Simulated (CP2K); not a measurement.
Band structure of ZrO2 (Fm-3m, 3 atoms in the cell).

```xyz
3
Lattice="3.6413 0.0000 0.0000 1.8206 3.1534 0.0000 1.8206 1.0511 2.9731" Properties=species:S:1:pos:R:3 pbc="T T T"
Zr     0.0000     0.0000     0.0000
O      1.8206     1.0511     0.7433
O      5.4619     3.1534     2.2298
```

Method: PBE, GPW, DZVP-MOLOPT-SR-GTH basis, GTH-PBE potentials (GTH_POTENTIALS) (CP2K).

Settings: CUTOFF = 500 Ry; REL_CUTOFF = 50 Ry; SMEAR/METHOD = FERMI_DIRAC; ELECTRONIC_TEMPERATURE = 580.23 K; KPOINTS/SCHEME = MONKHORST-PACK 6 6 6; GAMMA_CENTERED = T; XC_FUNCTIONAL = PBE; Zr/BASIS_SET = DZVP-MOLOPT-SR-GTH-q12; Zr/POTENTIAL = GTH-PBE-q12; O/BASIS_SET = DZVP-MOLOPT-SR-GTH-q6; O/POTENTIAL = GTH-PBE-q6; METHOD = GPW; EPS_DEFAULT = 1e-10; EXTRAPOLATION = USE_GUESS.

The starting cell has typed, rounded lattice constants, without a prior relaxation at this level. Its lattice was rescaled by a random factor within 2.5 % of one. Values carry the incompleteness of an atom-centred basis.

Q: Predict the gap along the standard path and the places of the band edges.

A: The gap along the path is 3.24 eV, from X to Γ; the smallest direct gap on it is 3.71 eV.

Levels in eV from the top of the valence band on the SCF mesh, bands 9 to 13:
| point | 9 | 10 | 11 | 12 | 13 |
|---|---|---|---|---|---|
| Γ | -5.06 | -0.52 | -0.52 | -0.52 | 3.24 |
| X | -3.09 | -1.46 | -1.46 | 0.00 | 3.71 |
| W | -2.32 | -2.32 | -1.34 | -0.18 | 4.29 |
| K | -3.01 | -2.14 | -1.19 | -0.32 | 3.90 |
| L | -2.47 | -2.43 | -1.61 | -1.61 | 3.82 |
| U | -3.01 | -2.14 | -1.19 | -0.32 | 3.90 |

Higher empty bands are left out: an atom-centred basis made for the valence describes them poorly.
